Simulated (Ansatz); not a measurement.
Results of r²SCAN-D4 in Ansatz (plane waves, PAW) for BaSiO₃ (P2₁2₁2₁, No. 19; cell taken from a computed entry).

Run with plane-wave cutoff 500 eV, 8×8×4 k mesh (along the axes of the cell as run), gaussian smearing 0.02 eV, scalar-relativistic PAW data made under PBE.

Computed at the level's own relaxed cell.

Q: Predict the equilibrium volume per atom and band gap.

A: 
equilibrium volume per atom: 15.91 Å³/atom
band gap: 5.42 eV (on the SCF k mesh)

Note: the relaxation could not lower the start's symmetry, so the cell can be a saddle point above a distorted one.

Spin–orbit coupling is not included.

The computed numbers hold no vibrational or temperature effects.

Computing time: roughly 30 core-minutes.

Ansatz is a quantum-chemistry and plane-wave program.
